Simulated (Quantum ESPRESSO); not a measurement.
**Convergence study of the plane-wave cutoff for InBi (R3m, 2 atoms in the cell)**

```
CELL_PARAMETERS angstrom
      0.00000     3.39369     3.39369
      3.39369     0.00000     3.39369
      3.39369     3.39369     0.00000
ATOMIC_POSITIONS crystal
  In 0.00425 0.00425 0.00425
  Bi 0.25000 0.25000 0.25000
```

Level of theory: PBEsol, PseudoDojo standard norm-conserving (PBESOL) pseudopotentials (plane waves; Quantum ESPRESSO).

Base settings: ecutwfc = 70 Ry; occupations = smearing; smearing = gauss; degauss = 0.0073499 Ry; potentials = {In: In.upf, Bi: Bi.upf}; K_POINTS = automatic 3 3 3 0 0 0; conv_thr = 1e-11 Ry; mixing_beta = 0.3.

The second cell is the first with its lattice scaled by 0.98.

The mesh stays at the base's, so the ladder's end is converged at best in this setting alone.

Only quantities that move along the ladder and can be compared are tabulated.

The count of work is k-points × plane waves × bands × iterations; it is no time. 

The starting cell comes from a database of computed structures (which also holds hypothetical and non-ambient phases and stackings), without a prior relaxation at this level. Its lattice was rescaled by up to half a per cent. One atom was moved a little off its site on purpose. Without a gap this mesh is coarse (it stands for a supercell whose shortest vector is 14 Å).

Steps (ecutwfc): 24 Ry; 28 Ry; 32 Ry; 35 Ry; 38 Ry; 42 Ry; 49 Ry; 56 Ry; 63 Ry; 70 Ry; 77 Ry; 84 Ry; 94 Ry; 105 Ry; 122 Ry; 140 Ry; 168 Ry.

Problem. What is the coarsest ecutwfc that holds the free energy within 2 meV/atom of the last step, with all finer ones?

Solution. 70 Ry, at 0.27 of the last step's count of work; the step before is off by 4.1 meV/atom.

Problem. What is the coarsest ecutwfc that holds the pressure within 0.2 GPa of the last step, with all finer ones?

Solution. 70 Ry, at 0.27 of the last step's count of work; the step before is off by 0.30 GPa.

Problem. What is the coarsest ecutwfc that holds the energy of the compressed cell less the first within 2 meV/atom of the last step, with all finer ones?

Solution. 63 Ry, at 0.23 of the last step's count of work; the step before is off by 4.6 meV/atom.

| ecutwfc | free energy less the last step's (meV/atom) | energy of the compressed cell less the first (meV/atom) | pressure (GPa) | largest difference of a force vector from the last step's (eV/Å) | count of work / last |
|---|---|---|---|---|---|
| 24 Ry | 59436.58 | 1113.53 | -560.38 | 0.138 | 0.054 |
| 28 Ry | 33225.56 | 170.97 | -397.98 | 0.020 | 0.075 |
| 32 Ry | 17081.87 | 353.99 | -257.16 | 0.084 | 0.10 |
| 35 Ry | 10130.75 | -266.63 | -178.03 | 0.017 | 0.10 |
| 38 Ry | 5709.55 | 10.41 | -116.74 | 0.019 | 0.11 |
| 42 Ry | 2508.74 | -11.36 | -62.18 | 0.001 | 0.13 |
| 49 Ry | 460.59 | 15.57 | -15.80 | 0.003 | 0.15 |
| 56 Ry | 56.84 | 27.59 | -2.43 | 0.000 | 0.19 |
| 63 Ry | 4.10 | 22.83 | 0.18 | 0.000 | 0.23 |
| 70 Ry | 0.51 | 22.96 | 0.48 | 0.000 | 0.27 |
| 77 Ry | 0.39 | 22.95 | 0.48 | 0.000 | 0.31 |
| 84 Ry | 0.26 | 22.96 | 0.48 | 0.000 | 0.35 |
| 94 Ry | 0.23 | 22.96 | 0.48 | 0.000 | 0.42 |
| 105 Ry | 0.12 | 22.96 | 0.48 | 0.000 | 0.49 |
| 122 Ry | 0.06 | 22.96 | 0.48 | 0.000 | 0.61 |
| 140 Ry | 0.02 | 22.96 | 0.48 | 0.000 | 0.76 |
| 168 Ry | 0.00 | 22.96 | 0.48 | 0.000 | 1.0 |

The energy difference between the two cells stays within 1 meV/atom of the last step's from 63 Ry on, the total only from 70 Ry on: much of the error is common to both cells and cancels.

At the lowest cutoff the pressure lies 561 GPa under the last step's, the usual sign of Pulay stress in an incomplete plane-wave basis.
